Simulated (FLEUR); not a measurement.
Equation of state of hcp Os (space group 194): energy against volume (FLEUR, LDA)

```
CELL_PARAMETERS angstrom
      2.62382     0.00000     0.00000
     -1.31191     2.27230     0.00000
      0.00000     0.00000     4.15198
ATOMIC_POSITIONS crystal
  Os 0.66667 0.33333 0.75000
  Os 0.33333 0.66667 0.25000
```

Level of theory: LDA (Perdew-Zunger), all-electron FLAPW (FLEUR), scalar-relativistic valence (FLEUR). Settings: Kmax = 3.99 1/bohr; GmaxXC = 16 1/bohr; xcFunctional = pz; jspins = 1; l_soc = F; mode = hist; fermiSmearingEnergy = 0.00183747 Htr; mesh (inpgen div1-3) = 25 25 14; inpgen gamma flag = true; Gmax = 16 1/bohr; numbands = 0; maxIterBroyd = 99; imix = Anderson; alpha = 0.05; precondParam = 0; minDistance = 1e-05 me/bohr^3. The cell above is the first row's. The rows scale it uniformly. In all rows fractional positions and the k mesh are held. E is the free energy at the stated smearing, counted from the lowest row.

```csv
V (Å^3/atom),E (meV/atom)
12.377,230.61
12.646,142.54
12.915,77.77
13.184,33.87
13.454,8.64
13.723,0.00
13.992,6.29
14.261,25.82
14.530,?
```

Q: Using the third-order Birch-Murnaghan form, a cubic in V^(-2/3), estimate the missing E at V = 14.530 from the other rows, showing the fit.

A: With u = V^(-2/3) - 0.178, the rows have u = 0.008892, 0.006232, 0.003665, 0.001185, -0.001220, -0.003538, -0.005781, -0.007954. Least squares gives E = 19.330 + 10571.77·u + 1456117·u² + 3065934·u³. Residuals (row less fit): -0.012, 0.032, -0.015, -0.037, 0.046, -0.018, 0.004, -0.002; standard error 0.036 (degrees of freedom: 4). Its minimum lies at u = -0.003673, so V0 = (0.174327)^(-3/2) = 13.74. There d²E/du² = 2845000 and d³E/du³ = 1.840e7, so B0 = (4/9) × 13.74^(-7/3) × 2845000 × 0.160218 = 448 GPa (the last factor turns the table's units into GPa), and B0' = 4 + (2/3) × 0.174327 × (1.840e7)/2845000 = 4.8. At the withheld row, u = -0.010059, so E = 19.330 + 10571.77 × (-0.010059) + 1456117 × (-0.010059)² + 3065934 × (-0.010059)³ = 57.203 meV/atom. The calculation gives 57.27 meV/atom, 0.067 meV/atom above the prediction (under 0.05 % of the range of E in the table). The row lies outside the fitted rows, so this is an extrapolation. From the scatter of the fitted rows alone, a prediction at this place has a standard error of 0.088 meV/atom, so the miss is 0.8 times that.

Carrying the step between the two nearest rows on in a straight line would have given 45.35, off by 11.92; series whose last step already gives the withheld value aren't shown. The scan was laid around a cell of about the measured size, scaled by a guess for this functional; axis ratios and inner coordinates come from that cell. The runs keep the symmetry of the cell, so they don't test it for distortions. Spin polarisation is off. Values depend on the basis (sphere radii, cutoffs, local orbitals), which need not be converged. Spin-orbit coupling is off. The shape of the cell and the inner coordinates aren't relaxed, so V0 and B0 belong to this uniform scaling; a relaxed crystal lies no higher in energy and is usually softer. Cutoffs and mesh are single choices, not tested for convergence of this quantity. Series with a scatter that would blur these digits, or in which a gap closes, are not shown. Nor are scans whose minimum lies at an end fitted in this form.
